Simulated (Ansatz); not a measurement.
Take Ag in the fcc (Cu type) structure (space group Fm-3m, No. 225; a = 4.105 Å) as the base. Axes: x, y, z lie along the cube axes.

Structures relaxed with Ansatz (an electronic-structure program), r2SCAN, PAW, cutoff 500 eV, scalar-relativistic without spin-orbit coupling.

Base:

Simulated powder pattern, Co Kα, λ = 1.79026 Å (kinematic, ideal powder, no thermal factors, no anomalous dispersion; the 8 strongest lines at most, above 2 %, up to 2θ = 90°):

```json
[
 {"2θ (°)": "44.38", "I/Imax (%)": "100", "hkl": "(111)"},
 {"2θ (°)": "51.71", "I/Imax (%)": "48", "hkl": "(200)"},
 {"2θ (°)": "76.16", "I/Imax (%)": "30", "hkl": "(220)"}
]
```

After one change:

Simulated powder pattern, Co Kα, λ = 1.79026 Å (kinematic, ideal powder, no thermal factors, no anomalous dispersion; the 8 strongest lines at most, above 2 %, up to 2θ = 90°):

```
2θ (°)  I/Imax (%)
------  ----------
44.60          100
49.72           18
53.08           30
75.69           21
78.38          9.4
89.72           14
```

What was done to the base?
A. biaxial strain −2.40 %, plane normal [001], relaxed out of plane
B. uniaxial strain ε_xx = −0.81 %
C. biaxial strain −4.84 %, plane normal [001], relaxed out of plane
D. strain tensor (xx, yy, zz, yz, xz, xy) = (−1.77, +2.03, −1.58, +0.42, −0.42, −0.99) %

A, biaxial strain −2.40 %, plane normal [001], relaxed out of plane. Its volume per atom is 17.09 Å³ against 17.30 Å³, and its space group is I4/mmm (No. 139).

Whether these cells are dynamically stable was not tested.
